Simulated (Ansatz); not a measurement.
The parent structure is Zn$_{3}$InGaO$_{6}$ (space group R3m, No. 160; a = 3.290 Å, c = 41.372 Å (hexagonal axes); a cell from a computed database, its experimental status unchecked).

The values are results of Kohn–Sham DFT with the PBEsol functional, run in Ansatz (an electronic-structure program) with PAW and 420 eV plane waves, spin-orbit coupling left out, not measurements.

Base values:

| Quantity | Result |
|---|---|
| Band gap | 1.00 eV |
| Shortest interatomic distance | 1.899 Å |

Modification: a hydrostatic pressure of 7.5 GPa.

Task: What happens to the band gap, shortest interatomic distance and electron mass?

Result: The band gap increases by 0.12 eV to 1.12 eV; the shortest interatomic distance falls by 0.0266 Å, from 1.899 Å to 1.873 Å; the electron mass is 0.19 mₑ (at Γ).

Load acts through the strain it causes; cell and atoms are relaxed under it. Effective masses come from finite differences of ±0.01 Å⁻¹. Whether these cells are dynamically stable was not tested. Competing high-pressure phases were not computed.
